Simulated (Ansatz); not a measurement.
Start from W$_{2}$N in the anti-CdI2 type structure (space group P-3m1, No. 164; a hypothetical phase, not in the database extracts checked; relaxed with 0.1 eV smearing).

```
CELL_PARAMETERS angstrom
      2.82436     0.00000     0.00000
     -1.41218     2.44597     0.00000
      0.00000     0.00000     5.36565
ATOMIC_POSITIONS crystal
  N  0.00000 0.00000 0.00000
  W  0.33333 0.66667 0.26936
  W  0.66667 0.33333 0.73064
```

Cartesian axes are those of the cell as printed.

All numbers come from PBE/PAW in Ansatz (a first-principles code), without spin-orbit coupling.

It is then changed as follows: the cell is compressed by 4.65 % along x with no lateral relaxation, atoms relaxed at fixed cell.

Q: Predict the stress tensor and what it implies for the stiffness.

A: Stress of the strained cell less that of the base (GPa, compression positive):
```
   24.6     0.0     0.0
    0.0    18.6     3.0
    0.0     3.0    11.3
```

Then −Δσ_ii/ε with ε = -0.0465 gives secant stiffness values (nonlinear terms included at this strain): C11 ≈ 529 GPa, C12 ≈ 399 GPa and C13 ≈ 242 GPa.

As a check, the harmonic strain energy −½ V₀ Δσ:ε is 44 meV/atom; the computed energy rise is 37 meV/atom.

Stability against distortions was not tested. All final runs are without spin polarisation.
